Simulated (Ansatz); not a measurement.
Take Ga2O3 in the corundum structure (space group R-3c, No. 167) as the base.

```xyz
10
Lattice="2.5288 1.4600 4.5410 -2.5288 1.4600 4.5410 0.0000 -2.9201 4.5410" Properties=species:S:1:pos:R:3 pbc="T T T"
Ga     0.0000     0.0000     8.7753
Ga     0.0000     0.0000     1.9638
Ga     0.0000     0.0000     4.8477
Ga     0.0000     0.0000    11.6592
O      0.7666     1.5923     5.6763
O     -1.7623    -0.1323     5.6763
O     -0.7666    -1.5923     7.9468
O     -0.9957     1.4600     7.9468
O      1.7623     0.1323     7.9468
O      0.9957    -1.4600     5.6763
```

Cartesian axes are those of the cell as printed.

All numbers come from Kohn–Sham DFT with the PBE functional, run in Ansatz (an electronic-structure program) with PAW and 420 eV plane waves, no SOC.

Strains are applied to the cell and any free atomic positions relax.

One change was made to it. Results:

The electron mass stays 0.21 mₑ (at Γ); the band gap falls by 0.07 eV (2.40 eV → 2.33 eV); the pressure (mean of the normal stresses, compression positive) decreases by 13.5 kbar (0.1 kbar → -13.4 kbar).

**Question.** Which of these changes matches the shifts?
A. uniaxial strain ε_zz = +2.25 %
B. uniaxial strain ε_zz = +0.75 %
C. uniaxial strain ε_zz = +3.00 %

**Answer.** B, uniaxial strain ε_zz = +0.75 %. For comparison, the band gap in the other runs: uniaxial strain ε_zz = +2.25 % gives 2.19 eV; uniaxial strain ε_zz = +3.00 % gives 2.11 eV.

Masses are band curvatures over ±0.01 Å⁻¹ around the edge. Whether these cells are dynamically stable was not tested.
